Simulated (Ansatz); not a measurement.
A. KBr (rock salt, Fm-3m)
B. SiC in the zinc blende structure
C. InP in the zinc blende structure
D. ZnS (zinc blende, F-43m)

Problem. Rank these crystals by direction-averaged lattice thermal conductivity at 300 K, highest first (the phonon Boltzmann equation with three-phonon and isotope scattering, PBEsol in Ansatz, a quantum-chemistry and plane-wave program).

Solution. B (430 W/(m K)), C (91 W/(m K)), D (54 W/(m K)), A (3.0 W/(m K))

 Spin-orbit coupling is not included.

Four-phonon, boundary and defect scattering are left out; adding them would lower the computed value.
